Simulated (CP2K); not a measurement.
# One base run on Pb (Fm-3m, 1 atom in the cell) and variants with one or two settings moved

```xyz
1
Lattice="3.4685 0.0000 0.0000 1.7342 3.0038 0.0000 1.7342 1.0013 2.8320" Properties=species:S:1:pos:R:3 pbc="T T T"
Pb     0.0000     0.0000     0.0000
```

Base run A: PBE, GPW, DZVP-MOLOPT-SR-GTH basis, GTH-PBE potentials (GTH_POTENTIALS) (CP2K), self-consistent single point.

Its settings: CUTOFF = 400 Ry; REL_CUTOFF = 50 Ry; SMEAR/METHOD = FERMI_DIRAC; ELECTRONIC_TEMPERATURE = 1160.45 K; KPOINTS/SCHEME = MONKHORST-PACK 13 13 13; XC_FUNCTIONAL = PBE; Pb/BASIS_SET = DZVP-MOLOPT-SR-GTH-q4; Pb/POTENTIAL = GTH-PBE-q4; METHOD = GPW; EPS_DEFAULT = 1e-10; NGRIDS = 5; SCF_GUESS = ATOMIC; EPS_SCF = 1e-06; MAX_SCF = 100; ADDED_MOS = 4; MIXING/METHOD = BROYDEN_MIXING; MIXING/ALPHA = 0.2; MIXING/NBUFFER = 12.

The starting cell comes from a database of computed structures (which also holds hypothetical and non-ambient phases and stackings), without a prior relaxation at this level. Its lattice was rescaled by a random factor within 2.5 % of one. Values carry the incompleteness of an atom-centred basis. In the base run, with a pressure of about 4 GPa the cell is away from its equilibrium volume at this level.

ΔF is the free energy per atom less that of run A. A dash stands where there is no value to compare (another energy zero or no entropy term, no result, no spin, no clean gap, or a mesh too coarse for one). Total energies depend on the potentials, the functional and any Hubbard or dispersion term, so they are compared only between runs that share all of them.

Run A gave: pressure (GPa) 4.10; k-points 1099.

Runs:
- B: ELECTRONIC_TEMPERATURE: 1160.45 K → 3481.36 K; KPOINTS/SCHEME: MONKHORST-PACK 13 13 13 → MONKHORST-PACK 15 15 15
- C: SMEAR/METHOD: FERMI_DIRAC → MARZARI_VANDERBILT; ELECTRONIC_TEMPERATURE: 1160.45 K → default; SIGMA: default → 0.2 eV
- D: ELECTRONIC_TEMPERATURE: 1160.45 K → 23.21 K
- E: PAIR_POTENTIAL/TYPE: default → DFTD3(BJ); REFERENCE_FUNCTIONAL: default → PBE; R_CUTOFF: default → 15 angstrom; CALCULATE_C9_TERM: default → T [PBE-D3(BJ)+ATM]
- F: KPOINTS/SCHEME: MONKHORST-PACK 13 13 13 → MACDONALD 15 15 15 0.03333333333 0.03333333333 0.03333333333
- G: MIXING/NBUFFER: 12 → 4
- H: EPS_SCF: 1e-06 → 1e-08

Problem. What does run C change against A?

Solution. The free energy goes up by 7.8 meV/atom and the pressure moves little (4.10 to 4.03 GPa).

Problem. What does run E change against A?

Solution. The pressure goes from 4.10 to 1.91 GPa.

```
run  ΔF (meV/atom)  pressure (GPa)  k-points
---  -------------  --------------  --------
A             0.00            4.10      1099
B            -67.0            4.39      1688
C              7.8            4.03      1099
D              8.3            4.12      1099
E                –            1.91      1099
F            -0.56            4.09      3375
G             0.00            4.10      1099
H             0.00            4.10      1099
```
